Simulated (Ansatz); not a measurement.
Functionals compared on the (331) surface of diamond, F on every dangling bond (bottom of the slab: built like the top, H on every dangling bond, free), in Ansatz (plane waves, PAW). The structure was relaxed with PBE; the other rows are single points on it. Cutoff 420 eV (500 eV for r2SCAN). HSE06 used the coarser mesh 3x3x1.

Model: 56-atom slab, 10.7 Å thick at the start with caps and adatoms (thin: gaps and levels are the slab's own), 5x4x1 mesh, Fermi-Dirac 0.025 eV, dipole correction, 12 atoms held, the rest relaxed; symmetry of the start imposed; no spin, no spin-orbit, no U. It is one candidate, not shown to be the stable structure of the face. These notes are the PBE run's.

```tsv
functional	gap of the slab on its k-mesh (eV)	highest filled level below the top vacuum level (eV)	rough cost of the single point
PBE	2.22	8.08	–
r2SCAN	?	?	roughly 3 core-minutes
```

Task: Fill in the missing entries.

Result: 
- r2SCAN, gap of the slab on its k-mesh (eV): 2.71
- r2SCAN, highest filled level below the top vacuum level (eV): 8.39

Ansatz is a program for electronic structure.
